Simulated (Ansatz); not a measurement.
Start from Rh in the fcc (Cu type) structure (space group Fm-3m, No. 225; a = 3.802 Å; relaxed with 0.1 eV smearing). Axes: x, y, z lie along the cube axes.

Method: r2SCAN/PAW in Ansatz (a quantum-chemistry and plane-wave program), scalar-relativistic without spin-orbit coupling, earlier PAW set.

A first run, uniaxial strain ε_zz = −1.27 %, gives secant values C11 ≈ 460 GPa and C12 ≈ 210 GPa from its stress. A second run applies uniaxial stress, 2 GPa compression along z.

### Question
What does linear elasticity predict for Young's modulus in the second run, and what does the run give?

### Answer
Linear elasticity: (C11 − C12)(C11 + 2 C12)/(C11 + C12) = 330 GPa. The run gives 320 GPa; any difference comes from nonlinear terms at these strains and numerical noise.

Beyond what the load breaks, stability against distortions was not tested. All final runs are without spin polarisation.
